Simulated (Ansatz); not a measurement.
This concerns the formation energy of Rh_Cu in Cu (fcc, Fm-3m). Reaction: 63 Cu (fcc) + Rh (fcc) → cell A.

Cell A: a supercell of 64 sites of Cu (fcc, Fm-3m) with Rh on a Cu site (12 Cu at 2.59 Å); spin state with PBE: run without spin, k-point mesh 5×5×5.
```
CELL_PARAMETERS angstrom
     10.26676     0.00000     0.00000
      5.13338     8.89128     0.00000
      5.13338     2.96376     8.38278
ATOMIC_POSITIONS crystal
  Cu 0.00000 0.00000 0.00000
  Cu 0.00000 0.00000 0.24978
  Cu 0.00000 0.00000 0.50000
  Cu 0.00000 0.00000 0.75022
  Cu 0.00000 0.24978 0.00000
  Cu 0.00058 0.24967 0.24967
  Cu 0.00058 0.24967 0.50009
  Cu 0.00000 0.24978 0.75022
  Cu 0.00000 0.50000 0.00000
  Cu 0.00058 0.50009 0.24967
  Cu 0.00000 0.50000 0.50000
  Cu 0.99942 0.49991 0.75033
  Cu 0.00000 0.75022 0.00000
  Cu 0.00000 0.75022 0.24978
  Cu 0.99942 0.75033 0.49991
  Cu 0.99942 0.75033 0.75033
  Cu 0.24978 0.00000 0.00000
  Cu 0.24967 0.00058 0.24967
  Cu 0.24967 0.00058 0.50009
  Cu 0.24978 0.00000 0.75022
  Cu 0.24967 0.24967 0.00058
  Cu 0.25000 0.25000 0.25000
  Cu 0.24967 0.24967 0.50009
  Cu 0.24980 0.24980 0.75020
  Cu 0.24967 0.50009 0.00058
  Cu 0.24967 0.50009 0.24967
  Cu 0.24757 0.50000 0.50000
  Cu 0.24757 0.50000 0.75243
  Cu 0.24978 0.75022 0.00000
  Cu 0.24980 0.75020 0.24980
  Cu 0.24757 0.75243 0.50000
  Cu 0.24980 0.75020 0.75020
  Cu 0.50000 0.00000 0.00000
  Cu 0.50009 0.00058 0.24967
  Cu 0.50000 0.00000 0.50000
  Cu 0.49991 0.99942 0.75033
  Cu 0.50009 0.24967 0.00058
  Cu 0.50009 0.24967 0.24967
  Cu 0.50000 0.24757 0.50000
  Cu 0.50000 0.24757 0.75243
  Cu 0.50000 0.50000 0.00000
  Cu 0.50000 0.50000 0.24757
  Rh 0.50000 0.50000 0.50000
  Cu 0.50000 0.50000 0.75243
  Cu 0.49991 0.75033 0.99942
  Cu 0.50000 0.75243 0.24757
  Cu 0.50000 0.75243 0.50000
  Cu 0.49991 0.75033 0.75033
  Cu 0.75022 0.00000 0.00000
  Cu 0.75022 0.00000 0.24978
  Cu 0.75033 0.99942 0.49991
  Cu 0.75033 0.99942 0.75033
  Cu 0.75022 0.24978 0.00000
  Cu 0.75020 0.24980 0.24980
  Cu 0.75243 0.24757 0.50000
  Cu 0.75020 0.24980 0.75020
  Cu 0.75033 0.49991 0.99942
  Cu 0.75243 0.50000 0.24757
  Cu 0.75243 0.50000 0.50000
  Cu 0.75033 0.49991 0.75033
  Cu 0.75033 0.75033 0.99942
  Cu 0.75020 0.75020 0.24980
  Cu 0.75033 0.75033 0.49991
  Cu 0.75000 0.75000 0.75000
```

Reference: Cu (fcc, Fm-3m), 64 atoms in the cell, the relaxed perfect crystal repeated, atoms not moved again; spin state with PBE: run without spin, k-point mesh 5×5×5 on the run's own vectors.

Reference: Rh (fcc, Fm-3m), 1 atom in the cell; spin state with PBE: run without spin, k-point mesh 26×26×26 on the run's own vectors. Conventional cell: a = 3.8320 Å, b = 3.8320 Å, c = 3.8320 Å, α = 90.00°, β = 90.00°, γ = 90.00°.

All numbers come from Ansatz (a quantum-chemistry and plane-wave program), plane waves with PAW, its default PAW set, cutoff 420 eV. The structures are at rest with PBE, within the held lattices. Neutral cells; Fermi-Dirac smearing of at most 0.10 eV in the solids, energies taken to zero width. Larger cells are relaxed from a start prepared with the learned potential CHGNet, on a coarser mesh till forces fall under 0.03 eV/Å, which some starts already meet. A dispersion term (D3(BJ), or D4 for r2SCAN) was computed beside these levels and is taken off wherever the name lacks it. Space groups of crystals are read within 0.01 Å. Nuclei at rest; no vibrational terms. The structures are the rest points that the relaxations reached, not proven lowest. No correction for cell size. Mesh and cell size may move defect energies by 0.1 eV or more. Cell A has symmetry Fm-3m within 0.02 Å and got no random move, so less symmetric positions, which may lie lower, weren't tried.

Q: What is the computed value (PBE)?

A: 0.04 eV, for 63 Cu (fcc) + Rh (fcc) → cell A.
